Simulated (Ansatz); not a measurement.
Ti₂AlN (P6₃/mmc, No. 194, 8 atoms in the cell; start mp-4978)

Calculation: PBEsol in Ansatz (PAW).

Settings: plane-wave cutoff 520 eV, 24×24×4 k mesh (along the axes of the cell as run), Fermi–Dirac smearing 0.05 eV, no spin polarisation, scalar-relativistic PAW data made under PBE.

Cell (relaxed at this level):

AlTi₂N is taken in the hexagonal space group P6₃/mmc (No. 194), Pearson symbol hP8. Conventional cell: a = b = 2.964 Å, c = 13.534 Å, α = β = 90.00°, γ = 120.00°. Ti on 4f is coordinated by 3 N at 2.062 Å and 3 Al at 2.814 Å and 9 Ti at 2.867–2.964 Å. Al on 2d is coordinated by 6 Ti at 2.814 Å. N on 2a is surrounded by 6 Ti at 2.062 Å (octahedral). (Neighbours: up to the widest gap in distance over summed covalent radii, below 1.35, at either atom; cation-cation and far metal-metal contacts left out.)

```yaml
bulk modulus B0: 166 GPa
```

Note: the run has no spin polarisation, so it can have missed a magnetic state; the bulk modulus is −V dP/dV from two relaxed cells at ±2 % in volume; the relaxation could not lower the start's symmetry, so the cell can be a saddle point above a distorted one.

Static lattice: no zero-point or thermal effects.

A start named mp-… is a Materials Project structure, which need not be a measured phase.

Ansatz is a quantum-chemistry and plane-wave program.
